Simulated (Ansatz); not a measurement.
An Ansatz (an electronic-structure program) run: FeAs2 with a change (isotropic strain +4.97 %); Ansatz PBEsol, without spin-orbit coupling.

Input:

Ansatz 0.2 input:
```yaml
crystal:
  lattice:
    - [5.5041556551, 0, 0]
    - [0, 6.1996197732, 0]
    - [0, 0, 2.9820033775]
  atoms:
    - { symbol: Fe, position: [0, 0, 0] }
    - { symbol: Fe, position: [0.5, 0.5, 0.5] }
    - { symbol: As, position: [0.1792836622, 0.3603923551, 0] }
    - { symbol: As, position: [0.8207163378, 0.6396076449, 0] }
    - { symbol: As, position: [0.6792836622, 0.1396076449, 0.5] }
    - { symbol: As, position: [0.3207163378, 0.8603923551, 0.5] }
basis: { ecutwfc: 420, ecutrho_ratio: 4, xc_grid: 2, fft_grid_basis: typed }
kpoints: { mp_grid: { grid: [6, 6, 12] } }
hamiltonian:
  xc: pbesol
  dispersion: none
  pseudopotentials: { kind: paw }
scf: { occupations: { method: fermi_dirac, width: 0.05 }, convergence: { dr2_threshold: 0.0000000006 } }
relax: { f_tol: 0.005, max_steps: 50 }
output: { forces: true, stress: true }
checkpoint: { write: state.ck, write_every: 1000 }
```

Output (explanatory and most iteration lines left out):

```
Relaxation: its limit of steps is 50 (relax.max_steps)
Pseudopotential: Fe, paw, valence charge 16
Pseudopotential: As, paw, valence charge 15
Crystal: 6 atoms, lattice volume = 101.757 Å³
Basis set: ecut = 420 eV, 1983 PW (Γ), exchange–correlation on 80×90×40 points (8 copies of the dense FFT grid, shifted against one another)
Bands: 56, of which v1, the nominal top of the filled ones, is band 46 counted from 1 (45 counted from 0)
Symmetry: 8 space group operations
Space group: Pnnm (ITA 58), of the structure as read, at distance tolerance 4.7e-5 Å
k-points: 112 of 432
Functional: x = pbesol(κ = 0.804, μ = 0.12345679012345678), c = pbesol(β = 0.046)
SCF iter   1: F=—  HF=-28151.085811 eV  |F-HF|=—  |Δ(HF+E_count)|=         —  Δρ=1.29e-2  dr2=1.32e-1  ethr=1.77e-3  ⟨swp⟩=6.0  Hψ=21335  notcnv=0  defer=37
SCF iter   2: F=—  HF=-28151.074492 eV  |F-HF|=—  |Δ(HF+E_count)|=   1.13e-2  Δρ=4.74e-3  dr2=2.03e-2  ethr=1.44e-4  ⟨swp⟩=2.0  Hψ=8089  notcnv=0  defer=217
SCF 1 converged in 9 iterations: F = -28151.073020 eV  dr2 = 5.04e-10
relax step   1: F+E_penalty+E_count = -28151.07301976 eV  Δ(F+E_penalty+E_count) = +0.000e0 eV  max|allowed force component| = 1.968e-1 eV/Å  Δτ_max = 0.0000 Å  (9 SCF iters, accepted)
Crystal: 6 atoms, lattice volume = 101.757 Å³
SCF iter   1: F=—  HF=-28151.081804 eV  |F-HF|=—  |Δ(HF+E_count)|=         —  Δρ=1.13e-3  dr2=5.20e-4  ethr=5.59e-7  ⟨swp⟩=2.0  Hψ=17994  notcnv=0  defer=221
SCF iter   2: F=—  HF=-28151.081703 eV  |F-HF|=—  |Δ(HF+E_count)|=   1.01e-4  Δρ=6.03e-4  dr2=1.77e-4  ethr=5.59e-7  ⟨swp⟩=1.0  Hψ=6051  notcnv=0  defer=221
SCF 2 converged in 7 iterations: F = -28151.081671 eV  dr2 = 4.21e-10
relax step   2: F+E_penalty+E_count = -28151.08167149 eV  Δ(F+E_penalty+E_count) = -8.652e-3 eV  max|allowed force component| = 6.579e-2 eV/Å  Δτ_max = 0.0145 Å  (7 SCF iters, accepted)
Crystal: 6 atoms, lattice volume = 101.757 Å³
SCF iter   1: F=—  HF=-28151.083179 eV  |F-HF|=—  |Δ(HF+E_count)|=         —  Δρ=6.99e-4  dr2=2.12e-4  ethr=2.10e-6  ⟨swp⟩=3.8  Hψ=14390  notcnv=0  defer=221
SCF iter   2: F=—  HF=-28151.083132 eV  |F-HF|=—  |Δ(HF+E_count)|=   4.68e-5  Δρ=3.65e-4  dr2=7.05e-5  ethr=2.31e-7  ⟨swp⟩=1.0  Hψ=7280  notcnv=0  defer=221
SCF 3 converged in 7 iterations: F = -28151.083123 eV  dr2 = 1.18e-10
relax step   3: F+E_penalty+E_count = -28151.08312348 eV  Δ(F+E_penalty+E_count) = -1.452e-3 eV  max|allowed force component| = 3.709e-3 eV/Å  Δτ_max = 0.0088 Å  (7 SCF iters, accepted)
SCF converged after 7 iterations
Free energy (F): -28151.083123 eV
Internal energy: -28151.074749 eV  (E = F + TS)
E sigma→0 (E₀):  -28151.078936 eV
Entropy (-TS):   -0.008375 eV (-1.396 meV/atom)
Fermi energy:    12.659900 eV
--- Forces (eV/Å), atoms counted from 1 ---
  atom   1  Fe    -0.00000000     0.00000000     0.00000000
  atom   2  Fe    -0.00000000     0.00000000     0.00000000
  atom   3  As     0.00141366    -0.00370939    -0.00000000
  atom   4  As    -0.00141366     0.00370939     0.00000000
  atom   5  As     0.00141366     0.00370939    -0.00000000
  atom   6  As    -0.00141366    -0.00370939     0.00000000
--- Stress (GPa, compression-positive) ---
      -18.114140       0.000000       0.000000
        0.000000     -17.311296       0.000000
        0.000000       0.000000     -14.369538
  P = ⅓ Tr σ = -16.5983 GPa (-165.983 kbar)
--- Relaxed structure (3 steps of the walk, 3 accepted, 0 SCFs on fresh bases) ---
  atoms:
    - { symbol: Fe, position: [3.499047020232289e-35, 2.3317605748927617e-20, 8.073137839643661e-36] }
    - { symbol: Fe, position: [0.49999999999999994, 0.5000000000000001, 0.5] }
    - { symbol: As, position: [0.18294707365562088, 0.3621379660538698, -3.753604484788216e-19] }
    - { symbol: As, position: [0.817052926344379, 0.6378620339461304, 3.753604484788216e-19] }
    - { symbol: As, position: [0.6829470736556209, 0.13786203394613025, 0.5] }
    - { symbol: As, position: [0.317052926344379, 0.8621379660538699, 0.5] }
```

Stability against distortions was not tested. The final runs are not spin-polarised. The cell was made from FeAs2 (space group Pnnm, No. 58; non-magnetic) by this change: isotropic strain +4.97 %.
